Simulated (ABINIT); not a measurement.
ABINIT run on Ir (Fm-3m, 1 atom in the cell): self-consistent single point.

Level of theory: LDA (PW92), PAW (JTH v2.0 LDA PAW) (plane waves; ABINIT).

```xyz
1
Lattice="0.0000 1.9705 1.9705 1.9705 0.0000 1.9705 1.9705 1.9705 0.0000" Properties=species:S:1:pos:R:3 pbc="T T T"
Ir     0.0000     0.0000     0.0000
```

Reference input (self-consistent single point, DFT, PBE, plane waves, PAW (JTH v2.0 PBE PAW)): pseudos = [Ir.GGA_PBE-JTH.xml]; ecut = 20 Ha; pawecutdg = 40 Ha; pawxcdev = 0; occopt = 3; tsmear = 0.05 eV; ngkpt = 12 12 12; nshiftk = 1; shiftk = 0 0 0; potentials = JTH v2.0 PBE PAW; nband = 13; kptopt = 1. This run's input differs from it in these lines:

```diff
@@ -1,4 +1,4 @@
-# Ir, JTH v2.0 PBE PAW
+# Ir, JTH v2.0 LDA PAW
 pp_dirpath "./"
-pseudos "Ir.GGA_PBE-JTH.xml"
+pseudos "Ir.LDA_PW-JTH.xml"
 acell 3*1.0
```

Its files differ too (potentials: JTH v2.0 PBE PAW → JTH v2.0 LDA PAW).

Log, with long lists cut:

```
--- !BeginCycle
solver: {iscf: 17, nstep: 80, nline: 4, wfoptalg: 10, }
tolerances: {tolvrs: 1.00E-11, }
...

     iter   Etot(hartree)      deltaE(h)  residm     nres2
 ETOT  1  -75.621044434968    -7.562E+01 3.466E+01 4.858E+00
 ETOT  2  -77.383526799708    -1.762E+00 1.903E-01 7.596E+00
 ETOT  3  -77.355963021219     2.756E-02 5.728E-02 1.743E+00
 ETOT  4  -77.351130530932     4.832E-03 1.880E-01 2.038E-01
 ETOT  5  -77.350723254643     4.073E-04 2.478E-03 2.546E-04
   [... 5 lines left out ...]
 ETOT 11  -77.350751159197     3.827E-10 9.892E-06 9.942E-09
 ETOT 12  -77.350751159207    -1.037E-11 2.079E-05 5.939E-10
 ETOT 13  -77.350751159207    -2.984E-13 2.392E-06 1.155E-10
 ETOT 14  -77.350751159207    -5.684E-14 7.498E-06 4.417E-13
 At SCF step   14       nres2   =  4.42E-13 < tolvrs=  1.00E-11 =>converged.

 Cartesian components of stress tensor (hartree/bohr^3)
  sigma(1 1)=  1.10906471E-03  sigma(3 2)=  0.00000000E+00
  sigma(2 2)=  1.10906471E-03  sigma(3 1)=  0.00000000E+00
  sigma(3 3)=  1.10906471E-03  sigma(2 1)=  0.00000000E+00

 ----iterations are completed or convergence reached----

 reduced coordinates (array xred) for    1 atoms
       0.000000000000      0.000000000000      0.000000000000
 cartesian forces (eV/Angstrom) at end:
    1     -0.00000000000000    -0.00000000000000    -0.00000000000000
 frms,max,avg= 0.0000000E+00 0.0000000E+00   0.000E+00  0.000E+00  0.000E+00 e/A
 length scales=  1.000000000000  1.000000000000  1.000000000000 bohr
              =  0.529177208590  0.529177208590  0.529177208590 angstroms
   [... lines left out ...]
 Fermi (or HOMO) energy (hartree) =   0.49577   Average Vxc (hartree)=  -0.47550
 Fermi (or HOMO) energy (eV) =  13.49067   Average Vxc (eV)= -12.93895
   [... lines left out ...]
'-kT*entropy'       : -2.02261662670338E-04
total_energy        : -7.73507509989871E+01
total_energy_eV     : -2.10482097729272E+03
...

-Cartesian components of stress tensor (GPa)         [Pressure= -3.2630E+01 GPa]
- sigma(1 1)=  3.26298049E+01  sigma(3 2)=  0.00000000E+00
- sigma(2 2)=  3.26298049E+01  sigma(3 1)=  0.00000000E+00
- sigma(3 3)=  3.26298049E+01  sigma(2 1)=  0.00000000E+00

 Calculation completed.
```

The run converged in 14 iterations. Against the reference run the pressure goes from -17.18 to -32.63 GPa.

The starting cell comes from a database of computed structures (which also holds hypothetical and non-ambient phases and stackings), without a prior relaxation at this level. Its lattice was rescaled by a random factor within 2.5 % of one. Spin polarisation is off. With a pressure of about -33 GPa the cell is away from its equilibrium volume at this level.
